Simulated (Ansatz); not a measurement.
The starting structures come from a database of crystals and need not be the phases stable at ambient conditions.

```xyz
7
Lattice="8.5963 0.0000 0.0000 2.2167 8.3056 0.0000 2.2167 1.7027 3.3530" Properties=species:S:1:pos:R:3 pbc="T T T"
K      1.1083     4.1528     0.0000
K      4.2982     0.0000     0.0000
Pt     0.0000     0.0000     0.0000
Br     3.7112     2.8506     1.7820
Br     9.3184     7.1576     1.5710
Br     7.1018     1.9458     0.0000
Br     3.7112     6.3599     0.0000
```

Space group of this cell: P4/mmm. The cell is taken as given; by PBEsol its mean pressure is -0.8 GPa.

Transport runs along the normal of the first two printed cell vectors, the (111) plane of the conventional cell.

No gap correction and no spin-orbit coupling; mid-gap values are interpolated between computed energies.

Q: Estimate the band gap and the smallest decay constant κ at mid-gap that Ansatz (a quantum-chemistry and plane-wave program) with PBEsol returns for this system.

A: Gap 1.40 eV on a 10×10×10 mesh; κ = 0.398 1/Å, at the zone centre.
